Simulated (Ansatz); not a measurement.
# Se (space group P3_121, No. 152; made of chains)

```
CELL_PARAMETERS angstrom
      4.52940     0.00000     0.00000
     -2.26470     3.92257     0.00000
      0.00000     0.00000     5.04244
ATOMIC_POSITIONS crystal
  Se 0.21841 0.00000 0.83333
  Se 0.00000 0.21841 0.16667
  Se 0.78159 0.78159 0.50000
```

Method: Kohn–Sham DFT with the PBE functional, run in Ansatz (an electronic-structure program) with PAW and 420 eV plane waves, without spin-orbit coupling, earlier PAW set. Settings: 9×9×7 k-points, 0.05 eV Fermi–Dirac smearing.

| Item | Value |
|---|---|
| Volume per atom | 29.86 Å³ |
| Density | 4.39 g/cm³ |
| Band gap | 1.04 eV, indirect, L → H |
| Electron mass | 0.16 mₑ along c, 0.37 mₑ across |
| Total energy | -5469.089 eV/atom (σ→0; compares only within this code and set-up) |

Masses are band curvatures over ±0.01 Å⁻¹ around the edge. Stability against distortions was not tested. No dispersion term is included, though the crystal is made of layers, chains or molecules, so its spacings can come out too wide.
